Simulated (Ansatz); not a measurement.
**hcp Y (0 0 1) on zinc-blende ZnSe (1 1 1) (film strained to the substrate, started from cuts of the bulks and a machine-learned relaxation; slabs Se12Zn12 and Y16, which can lie off the formulas)**

A periodic stack without vacuum, hcp Y (0 0 1) on zinc-blende ZnSe (1 1 1) (film strained to the substrate, started from cuts of the bulks and a machine-learned relaxation; slabs Se12Zn12 and Y16, which can lie off the formulas): substrate slab Se12Zn12, film Y16, surface cells [[1, 1], [-2, 1]] and [[0, -2], [2, 2]], film strained by -4.0 and -4.0 %, outermost planes Zn/Se and Y/Y as cut, which need not be the usual terminations and can put a slab off its formula.

The start was prepared with a machine-learned potential, and the result is one local minimum, with the in-plane cell held and forces under 0.04 eV/Å; the film can end far from its bulk form.

The numbers are results of PBE (plane waves to 420 eV, PAW; Ansatz, an electronic-structure program), not measurements. Scalar-relativistic, without spin–orbit coupling; the runs are not spin-polarised; PBE gaps are too small against experiment. Its k-point mesh 4×4×1, Fermi–Dirac width 0.05 eV.

interface area: 42.7 Å²
period: 24.59 Å
heights between the nearest atoms of the two slabs at the two interfaces: 1.73 and 0.59 Å
Se–Y contacts across the interfaces within 1.22 times the sum of covalent radii: 17, mean 2.91 Å
Y–Zn contacts across the interfaces within 1.22 times the sum of covalent radii: 14, mean 3.21 Å

```
CELL_PARAMETERS angstrom
      7.01918     0.00169     0.26519
     -3.51059     6.08193    -0.18041
     -1.70171    -1.03929    24.55386
ATOMIC_POSITIONS crystal
  Se 0.82635 0.57109 0.08926
  Se 0.26626 0.95226 0.02286
  Se 0.22125 0.36004 0.08921
  Se 0.24433 0.66509 0.22139
  Se 0.90261 0.99278 0.21814
  Se 0.57281 0.31305 0.22005
  Se 0.59801 0.67866 0.34941
  Se 0.26083 0.01528 0.34543
  Se 0.93356 0.34791 0.36729
  Se 0.98087 0.92763 0.49700
  Se 0.49170 0.92758 0.49650
  Se 0.47072 0.39530 0.50340
  Zn 0.48559 0.76151 0.07807
  Zn 0.86772 0.95208 0.03069
  Zn 0.68732 0.16525 0.07689
  Zn 0.89757 0.64634 0.19076
  Zn 0.56543 0.97998 0.17248
  Zn 0.23748 0.32537 0.19059
  Zn 0.23993 0.65558 0.32188
  Zn 0.91851 0.02721 0.31867
  Zn 0.61272 0.33893 0.32021
  Zn 0.62538 0.71511 0.44575
  Zn 0.29612 0.06197 0.44051
  Zn 0.93965 0.33716 0.48775
  Y  0.16124 0.25679 0.59098
  Y  0.66106 0.25633 0.59112
  Y  0.15441 0.74680 0.57367
  Y  0.65929 0.75552 0.57983
  Y  0.50014 0.40593 0.72042
  Y  0.99871 0.40457 0.72033
  Y  0.49424 0.90625 0.69318
  Y  0.00080 0.90819 0.69228
  Y  0.27506 0.43035 0.85799
  Y  0.76311 0.40601 0.85813
  Y  0.26665 0.91255 0.81209
  Y  0.76247 0.90903 0.81055
  Y  0.52494 0.41901 0.99890
  Y  0.05415 0.47673 0.99904
  Y  0.55786 0.93667 0.94643
  Y  0.03954 0.93174 0.92533
```
